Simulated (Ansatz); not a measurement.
SiC3 (model structure, P-4m2, No. 115, 4 atoms in the cell), treated with r²SCAN (Ansatz, a quantum-chemistry and plane-wave program, PAW).

Numerical settings: plane-wave cutoff 560 eV, 12×12×8 k mesh (along the axes of the cell as run), Fermi–Dirac smearing 0.01 eV, scalar-relativistic PAW data made under PBE.

Cell (relaxed with PBEsol):

```cif
data_C3Si
_chemical_formula_sum 'C3 Si1'
_space_group_name_H-M_alt 'P-4m2'
_space_group_IT_number 115
_space_group_name_Hall 'P -4 -2'
_cell_length_a 2.78302
_cell_length_b 2.78302
_cell_length_c 4.09694
_cell_angle_alpha 90.000
_cell_angle_beta 90.000
_cell_angle_gamma 90.000
loop_
_atom_site_label
_atom_site_type_symbol
_atom_site_symmetry_multiplicity
_atom_site_Wyckoff_symbol
_atom_site_fract_x
_atom_site_fract_y
_atom_site_fract_z
_atom_site_occupancy
C1 C 1 a 0.00000 0.00000 0.00000 1
C2 C 2 g 0.50000 0.00000 0.21060 1
Si1 Si 1 c 0.50000 0.50000 0.50000 1
```

Q: Give the computed band gap and smallest direct gap on the k points sampled.

A: 
- band gap = 1.54 eV (indirect)
- smallest direct gap on the k points sampled = 2.05 eV

Note: the relaxation could raise the start's symmetry but not lower it, so the cell can be a saddle point; cell and atoms aren't relaxed at this level (largest force component 0.48 eV/Å, pressure 1.6 GPa).

Computed values are for the static lattice.

A model structure was made by putting elements into a prototype or built by hand; it is no filed structure, need not be a known phase, and can be a saddle point held by its symmetry.
